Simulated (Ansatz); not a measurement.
Take Ta in the bcc (W type) structure (space group Im-3m, No. 229; a = 3.3048 Å) as the base. Axes: x, y, z lie along the cube axes.

Computed with r2SCAN, PAW, 500 eV (Ansatz, an electronic-structure program; spin-orbit coupling left out).

Base values:

Volume per atom: 18.05 Å³
Pressure: 0.0 GPa

The change: compressive biaxial strain of 1.24 % in the plane normal to [001], as in epitaxy on a mismatched substrate; the out-of-plane cell vector and the atoms relax.

**Question.** How does this affect the energy relative to the base?

**Answer.** The energy grows by 4.7 meV/atom.

**Question.** Predict the new volume per atom.

**Answer.** The volume per atom falls by 0.19 Å³, from 18.05 Å³ to 17.86 Å³.

**Question.** What happens to the pressure?

**Answer.** The pressure (mean of the normal stresses, compression positive) goes from zero to 2.3 GPa.

Without a gap, meshes like the base's 20×20×20 leave anisotropic stresses uncertain by several tenths of a GPa, and small strain energies with them. No phonon test of stability was made. All final runs are without spin polarisation.
